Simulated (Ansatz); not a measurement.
We consider CsCl-type AuZn (cubic form, which distorts at low temperature), described by r²SCANh (PAW; Ansatz, a quantum-chemistry and plane-wave program).

Total energies, extrapolated to zero smearing (they compare only within this program, potentials and cutoff):

```json
[
 {"system": "CsCl-type AuZn (cubic form, which distorts at low temperature), relaxed", "energy (eV/atom)": "-8243.9157"},
 {"system": "hcp Zn", "energy (eV/atom)": "-3325.0602"},
 {"system": "fcc Au", "energy (eV/atom)": "-13162.2928"}
]
```

Task: Work out the enthalpy of formation per atom.

Result: ΔH_f ≈ ΔE = -8243.9157 − [1 × (-3325.0602) + 1 × (-13162.2928)]/2 = -0.239 eV/atom (0 K, no vibrations). The reference value is -0.235 ± 0.04 eV/atom (measured, temperature not stated, no zero-point or thermal correction; as tabulated in Nepal et al. (2020), arXiv:2007.11150), a difference of -0.004 eV/atom.

Spin–orbit coupling is left out; its size isn't shown.

The PAW data were made under PBE.

Note: symmetry holds this phase in the static calculation, where it need not be a minimum.
